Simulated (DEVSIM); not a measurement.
Structure: Pt/SiON/p-In0.53Ga0.47As capacitor, at 300 K.

```csv
layer (left to right),material,thickness (nm),Na (cm⁻³)
1,SiON,5.70,-
2,In0.53Ga0.47As,1100,2.8e17
```

Metal gate on the left, work function 5.6 eV. Fixed charge at the semiconductor interface -4.5e10 cm⁻² (in units of +e); interface traps 7.7e11 cm⁻² eV⁻¹, uniform in energy, neutral level at 0.3 of the gap above the valence band.

The device is made up for the run: typed textbook-type constants, with dimensions and the other settings drawn at random. Values at 300 K.

| parameter | SiON | In0.53Ga0.47As |
|---|---|---|
| gap (eV) | 7 | 0.74 |
| affinity (eV) | 1.4 | 4.51 |
| permittivity | 5.5 | 13.9 |
| Nc (cm⁻³) | - | 2.1e17 |
| Nv (cm⁻³) | - | 7.7e18 |

Model (solved in DEVSIM): 1D Poisson equation in equilibrium, Boltzmann statistics, complete ionisation; no quantum confinement or tunnelling. Metal contacts follow the ideal Schottky-Mott rule: no Fermi-level pinning, no interface dipoles.

The interface trap density was swept, all else fixed.

| interface trap density (cm^-2 eV^-1) | flat-band voltage (V) | minimum of the low-frequency capacitance (μF/cm²) |
|---|---|---|
| 0 | 0.44 | 0.182 |
| 1e10 | 0.44 | 0.183 |
| 1e11 | 0.44 | 0.192 |
| 3e11 | 0.44 | 0.211 |
| 7.7e11 | 0.42 | 0.253 |
| 1e12 | 0.42 | 0.269 |
| 2e12 | 0.39 | 0.337 |

From the first row to the last the flat-band voltage goes from 0.44 to 0.39. From the first row to the last the minimum of the low-frequency capacitance goes from 0.182 to 0.337.
